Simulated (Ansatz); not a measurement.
An Ansatz (an electronic-structure program) input (plane-wave PAW DFT at the PBEsol level (Ansatz, 420 eV), spin-orbit coupling left out):

Ansatz 0.2 input:
```yaml
crystal:
  lattice:
    - [4.0792291087, 0, 0]
    - [0, 4.0792291087, 0]
    - [2.0396145543, -2.0396145543, 2.8138005362]
  atoms:
    - { symbol: As, position: [0.75, 0.75, 0.5] }
    - { symbol: Al, position: [0, 0, 0] }
basis: { ecutwfc: 420, ecutrho_ratio: 4, xc_grid: 2, fft_grid_basis: typed }
kpoints: { mp_grid: { grid: [10, 10, 10] } }
hamiltonian:
  xc: pbesol
  dispersion: none
  pseudopotentials: { kind: paw }
scf: { occupations: { method: fermi_dirac, width: 0.05 } }
relax: { f_tol: 0.005, max_steps: 50, cell: { stress_tol: 0.01, fix: [a, b, gamma] } }
output: { forces: true, stress: true }
checkpoint: { write: state.ck, write_every: 1000 }
```

Which symmetry and how many k-points will the program report, and about how many plane waves at Γ?

Space group I-4m2 (ITA 119) with 8 operations, k-points 102 of 1000, and 925 plane waves at Γ.

And the final pressure?

-1.13 GPa (compression positive).

The cells carry an imposed strain or load. Whether these cells are dynamically stable was not tested. The cell was made from AlAs in the zinc blende structure (space group F-43m, No. 216) by this change: biaxial strain +1.66 %, plane normal [001], relaxed out of plane.
